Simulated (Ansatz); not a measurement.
# Lattice parameter c of Ti3Mo (model structure, started from the D019 type, P6₃/mmc, No. 194, 8 atoms in the cell) at several levels of theory

No measured value is used here.

```tsv
level (code)	value (Å)
LDA (Ansatz)	4.692
PBE (Ansatz)	4.691
PBEsol (Ansatz)	4.665
r²SCAN (Ansatz)	4.626
```

The crystal itself was run without spin with LDA, PBE, PBEsol, r²SCAN; a magnetic state was not tried in these runs. LDA, PBE, PBEsol, r²SCAN: the run has no spin polarisation, so it can have missed a magnetic state. Cutoffs differ between the levels. Ansatz's density-functional and Hartree–Fock values are scalar-relativistic unless marked +SOC, with PAW data made under PBE.

A model structure was made by putting elements into a prototype or built by hand; it is no filed structure, need not be a known phase, and can be a saddle point held by its symmetry.

Ansatz is a quantum-chemistry and plane-wave program.
